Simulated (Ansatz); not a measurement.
# Ag: biaxial strain −1.68 %, plane normal [001], relaxed out of plane

Consider Ag in the fcc (Cu type) structure (space group Fm-3m, No. 225; a = 4.0544 Å). Axes: x, y, z lie along the cube axes.

It is then changed as follows: biaxial strain −1.68 %, plane normal [001], relaxed out of plane (Cartesian); in-plane vectors clamped, the third vector and the atoms free.

Computed with PBEsol (Ansatz, a quantum-chemistry and plane-wave program; PAW; 420 eV plane waves; spin-orbit coupling left out). Γ-centred 20×20×20 mesh, Fermi–Dirac width 0.05 eV.

| quantity | base | changed | shift |
|---|---|---|---|
| space group | Fm-3m (No. 225) | I4/mmm (No. 139) | – |
| shortest interatomic distance | 2.867 Å | 2.819 Å | -0.048 Å |
| energy relative to the base (free energy F) | 0 meV/atom | +3.5 meV/atom | +3.5 meV/atom |
| pressure (mean of the normal stresses, compression positive) | 0.0 GPa | 1.3 GPa | +1.3 GPa |
| band gap | zero | zero | – |
| out-of-plane strain (rough) | – | +2.37 % | – |
| mean in-plane stress (compression positive) (rough) | – | +2.0 GPa | – |

Without a gap, meshes like the base's 20×20×20 leave anisotropic stresses uncertain by several tenths of a GPa, and small strain energies with them. Stability against distortions was not tested.
